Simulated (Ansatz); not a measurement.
## A computed series for Tl2GeF6: pressure series

The reference is Tl2GeF6 (space group P-3m1, No. 164; a cell from a computed database, its experimental status unchecked).

```xyz
9
Lattice="5.8208 0.0000 0.0000 -2.9104 5.0409 0.0000 0.0000 0.0000 4.8832" Properties=species:S:1:pos:R:3 pbc="T T T"
Tl     0.0000     3.3606     1.4297
Tl     2.9104     1.6803     3.4535
Ge     0.0000     0.0000     0.0000
F      4.5176     0.7524     1.0244
F     -1.6072     4.2885     3.8588
F      2.9104     3.5361     1.0244
F      0.0000     1.5048     3.8588
F      1.3032     0.7524     1.0244
F      1.6072     4.2885     3.8588
```

Cell and atoms are relaxed at each pressure.

Method: Kohn–Sham DFT with the PBEsol functional, run in Ansatz (a first-principles code) with PAW and 420 eV plane waves, scalar-relativistic without spin-orbit coupling.

Notes on the quantities. band gap: an upper bound: an edge found on the path is not a true extremum; the base alone; enthalpy: H = E + PV relative to the base's energy.

```csv
variant,c/a ratio,band gap,enthalpy,lattice parameter a
base,0.839,4.69 eV,–,5.821 Å
pressure −1 GPa,0.865,4.86 eV,-0.10 eV/atom,5.879 Å
pressure 7 GPa,0.803,4.28 eV,+0.64 eV/atom,5.618 Å
pressure 15 GPa,0.790,4.03 eV,+1.29 eV/atom,5.481 Å
```

With Tl present, leaving out spin-orbit coupling can change the band edges. Load acts through the strain it causes; cell and atoms are relaxed under it. Whether these cells are dynamically stable was not tested. No other phases were tried under pressure.
